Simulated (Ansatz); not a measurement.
For L1₂ (Cu3Au-type) Al₃Sc, PBE (Ansatz, a quantum-chemistry and plane-wave program, plane waves, PAW) gives:

```
Item                                    Result
------------------------------  --------------
equilibrium lattice constant a         4.106 Å
bulk modulus                          86.6 GPa
enthalpy of formation           -0.454 eV/atom
```

**Question.** What does PBE0 (Ansatz, plane waves, PAW) give for the same quantities?

**Answer.** 
- lattice constant a: 4.087 Å (decreases by 0.5 %)
- bulk modulus: 94.6 GPa (grows by 9.2 %)
- formation enthalpy: -0.527 eV/atom (moves by -0.073 eV/atom)

For comparison: lattice constant a 4.103 Å (measured, room temperature, no zero-point or thermal correction; as tabulated in A Combined Experimental and First-Principles Based Assessment of …); bulk modulus 91.5 ± 1 GPa (measured, 298 K, no zero-point or thermal correction, polycrystal; as tabulated in A Combined Experimental and First-Principles Based Assessment of …); formation enthalpy -0.451 ± 0.02 eV/atom (measured, 298 K, copied from a table, unchecked, no zero-point or thermal correction; as tabulated in Wang et al. (2021), doi:10.1038/s41598-021-94550-5).

Changes are worked out from the printed values.

Unless a cell is named, each level is at its own relaxed cell (PBE 17.30, PBE0 17.06 Å³/atom).

The crystal itself was run without spin with PBE, PBE0; a magnetic state was not tried in these runs.

Ansatz's density-functional and Hartree–Fock values are scalar-relativistic unless marked +SOC, with PAW data made under PBE.
